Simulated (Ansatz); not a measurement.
BP (model structure, started from the CsCl type, Pm-3m, No. 221, 2 atoms in the cell)

All values below come from r²SCAN (plane waves, PAW; Ansatz, a program for electronic structure).

Numerical settings: plane-wave cutoff 500 eV, 16×16×16 k mesh, Fermi–Dirac smearing 0.05 eV, scalar-relativistic PAW data made under PBE.

Cell (relaxed at this level):

```cif
data_BP
_chemical_formula_sum 'B1 P1'
_space_group_name_H-M_alt 'Pm-3m'
_space_group_IT_number 221
_space_group_name_Hall '-P 4 2 3'
_cell_length_a 2.71240
_cell_length_b 2.71240
_cell_length_c 2.71240
_cell_angle_alpha 90.000
_cell_angle_beta 90.000
_cell_angle_gamma 90.000
loop_
_atom_site_label
_atom_site_type_symbol
_atom_site_symmetry_multiplicity
_atom_site_Wyckoff_symbol
_atom_site_fract_x
_atom_site_fract_y
_atom_site_fract_z
_atom_site_occupancy
B1 B 1 a 0.00000 0.00000 0.00000 1
P1 P 1 b 0.50000 0.50000 0.50000 1
```

```yaml
band_gap: none
```

Note: the relaxation could raise the start's symmetry but not lower it, so the cell can be a saddle point.

Computed values are for the static lattice.

A model structure was made by putting elements into a prototype or built by hand; it is no filed structure, need not be a known phase, and can be a saddle point held by its symmetry.
